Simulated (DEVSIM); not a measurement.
Device: abrupt Si n-p junction, at 300 K.

```csv
layer (left to right),material,thickness (μm),Nd (cm⁻³),Na (cm⁻³),τn (s),τp (s)
1,Si,0.320,7.1e15,-,0.00018,0.00018
2,Si,5.40,-,6.2e14,0.00018,0.00018
```

Left contact: ohmic. Right contact: ohmic. Voltage is applied to the left contact. Recombination: SRH at mid-gap, radiative. Gap narrowing is on: ΔEg = 6.92 meV × (l + √(l² + 0.5)), l = ln(N/1.3e17 cm⁻³), shared equally by both band edges. Mobility is constant in doping.

Constants are typed, rounded textbook-type inputs, not results; the design itself was drawn at random and stands for no fabricated device. Values at 300 K.

```tsv
parameter	Si
gap (eV)	1.124
affinity (eV)	4.05
permittivity	11.7
Nc (cm⁻³)	2.86e19
Nv (cm⁻³)	3.1e19
μn (cm²/Vs)	1417
μp (cm²/Vs)	470
B (cm³/s)	4.7e-15
```

Simulated with DEVSIM: 1D drift-diffusion, Boltzmann statistics, complete ionisation; no tunnelling, impact ionisation, image-force lowering or self-heating.

The doping Nd of layer 1 was swept, all else fixed.

| doping Nd of layer 1 (cm^-3) | potential step across the device at zero bias (V) | dark forward voltage at 1 A/cm² (V) | largest field in the device at zero bias (V/cm) | dark forward voltage at 100 A/cm² (V) |
|---|---|---|---|---|
| 2.1e14 | 0.538 | 0.434 | 7500 | 1.041 |
| 7.1e14 | 0.570 | 0.469 | 8100 | 0.890 |
| 2.1e15 | 0.598 | 0.493 | 9000 | 0.814 |
| 7.1e15 | 0.629 | 0.509 | 10000 | 0.758 |
| 2.1e16 | 0.657 | 0.514 | 12000 | 0.727 |
| 7.1e16 | 0.688 | 0.516 | 17000 | 0.702 |
| 2.1e17 | 0.712 | 0.517 | 25000 | 0.693 |

From the first row to the last the potential step across the device at zero bias goes from 0.538 to 0.712. From the first row to the last the dark forward voltage at 1 A/cm² goes from 0.434 to 0.517.
